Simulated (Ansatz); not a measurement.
Consider Ge in the diamond structure (space group Fd-3m, No. 227; a = 5.676 Å).

The change: every Ge is replaced by Si; the structure is relaxed again.

Levels (all Ansatz, a first-principles code, PAW): PBEsol (420 eV, scalar-relativistic without spin-orbit coupling); PBEsol+SOC (420 eV, with spin-orbit coupling).

The geometry is relaxed with PBEsol.

- PBEsol valence-band top at Γ = 0.00, 0.00, 0.00 eV
- PBEsol band gap = 0.47 eV
- PBEsol electron mass = 0.93 mₑ along k, 0.19 mₑ across (off the special points)

What does PBEsol+SOC give at this geometry for the valence-band top at Γ, band gap and electron mass?

The valence-band top at Γ (three highest Kramers pairs, from the VBM) changes from 0.00, 0.00, 0.00 eV to 0.00, 0.00, -0.05 eV; the band gap falls by 0.02 eV to 0.45 eV; the electron mass remains 0.93 mₑ along k, 0.19 mₑ across (off the special points). The threefold valence maximum splits by Δso ≈ 48 meV.

Single points use the geometry relaxed with PBEsol. The spin-orbit shifts are approximate. Masses are band curvatures over ±0.01 Å⁻¹ around the edge. Along k means along the line from Γ to the band edge. Whether these cells are dynamically stable was not tested. A zero or small gap of Ge can be the functional's error rather than a property of the material.
